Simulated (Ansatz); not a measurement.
Pt under a change: pressure −2 GPa

The reference is Pt in the fcc (Cu type) structure (space group Fm-3m, No. 225; a = 3.918 Å).

It is then changed as follows: hydrostatic tension (pressure −2 GPa).

The values are results of PBEsol/PAW in Ansatz (a first-principles code), scalar-relativistic without spin-orbit coupling, earlier PAW set, not measurements. k-mesh 20×20×20 (Γ-centred); smearing 0.05 eV (Fermi–Dirac).

```csv
quantity,base,changed,shift
volume per atom,15.04 Å³,15.15 Å³,+0.11 Å³
density,21.54 g/cm³,21.39 g/cm³,-0.15 g/cm³
lattice parameter a,391.8 pm,392.7 pm,+0.9 pm
shortest interatomic distance,277.1 pm,277.7 pm,+0.66 pm
band gap,zero,zero,–
```

Final structure:

```
Pt
1.0
    0.00000     1.96374     1.96374
    1.96374     0.00000     1.96374
    1.96374     1.96374     0.00000
Pt
1
Direct
  0.00000   0.00000   0.00000
```

Load acts through the strain it causes; cell and atoms are relaxed under it. Whether these cells are dynamically stable was not tested. The final runs are not spin-polarised.
